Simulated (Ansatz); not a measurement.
**CrCuO2: pressure −1 GPa**

Consider CrCuO2 (space group R-3m, No. 166; a = 2.9638 Å, c = 16.9204 Å (hexagonal axes); ferromagnetic).

Modification: a negative pressure, −1 GPa.

The values are results of DFT with PBEsol, PAW potentials and a 420 eV plane-wave cutoff in Ansatz (an electronic-structure program), no spin-orbit coupling, not measurements. Settings: 13×13×13 k-points, 0.05 eV Fermi–Dirac smearing.

- Volume per atom = 10.79 Å³ (base 10.73 Å³)
- Density = 5.68 g/cm³ (base 5.71 g/cm³)
- Lattice parameter a = 5.616 bohr (base 5.601 bohr)
- c/a ratio = 5.696 (base 5.709)
- Enthalpy H = E + PV relative to the base's energy = -0.07 eV/atom
- Band gap = 0.95 eV (base 0.92 eV)
- Gap character = indirect, S₂–F (13 % along) → L (base indirect, S₂–F (13 % along) → L)
- Smallest direct gap = 1.16 eV (base 1.16 eV)
- Width of the top valence band = 1.90 eV (base 1.92 eV)
- Magnetic state = ferromagnetic (base ferromagnetic)
- Largest site moment = 2.38 μB (base 2.38 μB)

Cost of the whole job for the changed cell (relaxation, final SCF and bands): roughly 2.0 core-minutes.

Load acts through the strain it causes; cell and atoms are relaxed under it. No phonon test of stability was made. No Hubbard U is applied and the magnetic state is the run's own (CrCuO2 ferromagnetic); small cells can't hold the antiferromagnetic order that many such compounds have, so gaps and moments can be off. A gap here joins edges of opposite spin (a spin-flip gap).
